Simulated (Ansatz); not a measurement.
What each level gives and costs: KSrSbWO6 (F-43m, 10 atoms in the cell)

Cell: a = 6.0077 Å, b = 6.0077 Å, c = 6.0077 Å, α = 60.00°, β = 60.00°, γ = 60.00°.

Program: Ansatz (a first-principles code), default PAW files made with PBE; each row names its functional.

Base settings: basis.ecutwfc = 30.9 Ry; kpoints.mp_grid.grid = 3 3 3; hamiltonian.xc = pbe0; hamiltonian.pseudopotentials = {kind: paw} (the program's default PAW files); scf.occupations.method = fixed.

Differences are taken from PBE0, a reference of convenience: it is no measurement, and no ranking of the functionals follows.

Core times come from one kind of shared machine and are given to one figure; runs under 30 s give none.

The starting cell comes from a database of computed structures (which also holds hypothetical and non-ambient phases and stackings), without a prior relaxation at this level. Its lattice was rescaled by a random factor within 2.5 % of one. Spin-orbit coupling is off. In the base run, with a pressure of about -10 GPa the cell is away from its equilibrium volume at this level. In the base run, forces exceed 1 eV/Å. Ansatz's pressure includes its estimate of the finite-basis (Pulay) stress. Another mesh or the band path of this cell gives a smaller gap, so this value is not converged in the mesh.

```tsv
level	gap on the mesh less reference (eV)	pressure less reference (GPa)	largest difference in the force on any atom (eV/Å)	core time / reference (rough)
PBEsol	-1.533	0.76	0.345	–
HSE06	-0.708	0.06	0.009	1
PBE0	0.000	0.00	0.000	1
```

Keys are those of Ansatz 0.2.
